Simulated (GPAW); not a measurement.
Input and output of a self-consistent single point for SnO (P1, 4 atoms in the cell) (GPAW).

Level of theory: PBEsol, GPAW PAW datasets PBEsol (made by gpaw-setup) (plane waves; GPAW 25.7.0).

The change in words: atoms moved at random. Reference geometry:
```
CELL_PARAMETERS angstrom
      3.42579     0.00000     0.00000
      0.00000     5.79382     0.00000
      0.00000     0.00000     4.31105
ATOMIC_POSITIONS crystal
  Sn 0.00000 0.23191 0.51314
  Sn 0.50000 0.76809 0.01314
  O  0.00000 0.89125 0.73686
  O  0.50000 0.10875 0.23686
```

Reference input (self-consistent single point, DFT PBEsol, plane waves, GPAW PAW datasets PBEsol (made by gpaw-setup)): mode = pw; ecut = 950 eV; xc = PBEsol; kpts = 8 5 6; mesh shift (steps) = 0 0 0; occupations.name = fermi-dirac; occupations.width = 0.05 eV; nbands = -8; convergence.bands = -6; symmetry.symmorphic = false; symmetry.tolerance = 0.0005; maxiter = 100. This run's input differs from it in these lines:

```diff
@@ -8,6 +8,6 @@
                     [0.000000, 0.000000, 4.311054]],
-              positions=[[0.000000, 1.343646, 2.212174],
-                         [1.712895, 4.450178, 0.056647],
-                         [0.000000, 5.163746, 3.176643],
-                         [1.712895, 0.630078, 1.021116]],
+              positions=[[0.012669, 1.269375, 2.216291],
+                         [1.710446, 4.433724, 0.034622],
+                         [-0.016656, 5.228393, 3.195621],
+                         [1.719335, 0.656156, 1.020051]],
               pbc=True)
```

The program printed (abridged):

```
     iter     time        total  log10-change:
                         energy   eigst   dens
iter:   1 --:--:--   -27.962405   +0.37
iter:   2 --:--:--   -26.840804   -0.74  -1.03
iter:   3 --:--:--   -24.686136   -0.67  -1.09
iter:   4 --:--:--   -24.603718   -1.70  -1.37
iter:   5 --:--:--   -24.566861   -1.77  -1.49
iter:   6 --:--:--   -24.555455   -2.10  -2.01
iter:   7 --:--:--   -24.536921   -2.91  -2.13
iter:   8 --:--:--   -24.536978c  -3.87  -2.46
iter:   9 --:--:--   -24.536515c  -4.07  -2.67
iter:  10 --:--:--   -24.536520c  -4.09  -2.84
iter:  11 --:--:--   -24.536433c  -5.24  -3.01
iter:  12 --:--:--   -24.536469c  -5.23  -3.07
iter:  13 --:--:--   -24.536474c  -5.37  -3.19
iter:  14 --:--:--   -24.536472c  -5.90  -3.58
iter:  15 --:--:--   -24.536468c  -6.53  -3.57
iter:  16 --:--:--   -24.536461c  -5.85  -3.61
iter:  17 --:--:--   -24.536458c  -6.71  -3.80
iter:  18 --:--:--   -24.536456c  -6.86  -4.05c
iter:  19 --:--:--   -24.536456c  -7.41c -4.20c
Converged after 19 iterations.

Dipole moment: (0.236536, 0.543156, -0.963012) |e|*Ang

Energy contributions relative to reference atoms: (reference = -339939.740564)

Kinetic:        +22.945954
Potential:      -25.175335
External:        +0.000000
XC:             -22.542947
Entropy (-ST):   -0.000000
Local:           +0.235873
SIC:             +0.000000
--------------------------
Free energy:    -24.536456
Extrapolated:   -24.536456

Showing only first 2 kpts
 Kpt  Band  Eigenvalues  Occupancy
  0    18      1.91589    2.00000
  0    19      3.79235    2.00000
  0    20      6.28210    0.00000
  0    21      6.73338    0.00000

  1    18      2.06553    2.00000
  1    19      3.39230    2.00000
  1    20      6.23540    0.00000
  1    21      6.76491    0.00000

Fermi level: 4.51163

Gap: 1.470 eV
Transition (v -> c):
   [... lines left out ...]
Direct gap: 1.948 eV
   [... lines left out ...]
Energy (eV): -24.536456

Forces in eV/Ang:
  0 Sn   -0.04697    0.04128   -0.45695
  1 Sn   -0.02380    1.36966   -0.28786
  2 O     0.08600   -0.66789    0.51766
  3 O    -0.01485   -0.74409    0.18853

Stress tensor:
     0.045990     0.000928     0.000763
     0.000928     0.028866     0.005391
     0.000763     0.005391     0.027882
Stress (GPa, Voigt): [7.3685 4.6248 4.4672 0.8638 0.1222 0.1486]
```

The run converged in 19 iterations. GPAW prints stress with tension positive. Against the reference run the free energy drops by 2.9 meV/atom, the largest force goes from 1.258 to 1.400 eV/Å and the gap on the mesh goes from 1.502 to 1.470 eV.

At such cutoffs GPAW's stress carries a finite-basis (Pulay) error, which enters relaxed cells too; its log prints stress with tension positive.

The starting cell comes from a database of computed structures (which also holds hypothetical and non-ambient phases and stackings), without a prior relaxation at this level. Its lattice was rescaled by a random factor within 2.5 % of one. For this run, on top of that: atoms moved at random. Forces in this geometry exceed 1 eV/Å.

Cost on one core of a shared machine: roughly 6 min.
